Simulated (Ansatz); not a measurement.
Where the default PAW files enter, the runs use the earlier of Ansatz's two default sets.

The decay constant κ of evanescent states in the gap governs leakage through a thin film.

Input:

```yaml
crystal:
  lattice:
    - [2.55394, 0.00000, 0.00000]
    - [0.00000, 4.22685, 0.00000]
    - [1.27697, 0.00000, 2.21178]
  atoms:
    - { symbol: B, position: [0.66667, 0.00028, 0.66667] }
    - { symbol: B, position: [0.33333, 0.50028, 0.33333] }
    - { symbol: N, position: [0.66667, 0.37472, 0.66667] }
    - { symbol: N, position: [0.33333, 0.87472, 0.33333] }
```

Space group of this cell: P6_3mc, wurtzite. The cell is taken as given; by r2SCAN its mean pressure is -5.0 GPa.

Transport runs along the normal of the first two printed cell vectors, the (100) plane of the conventional cell.

The gap is the functional's own, uncorrected, and κ follows it; spin-orbit coupling is left out. Mid-gap values are interpolated between the computed energies.

Predict the band gap and the smallest decay constant κ at mid-gap from Ansatz (an electronic-structure program) with r2SCAN.

Gap 5.85 eV on a 14×8×14 mesh; κ = 0.441 1/Å, at the zone centre.
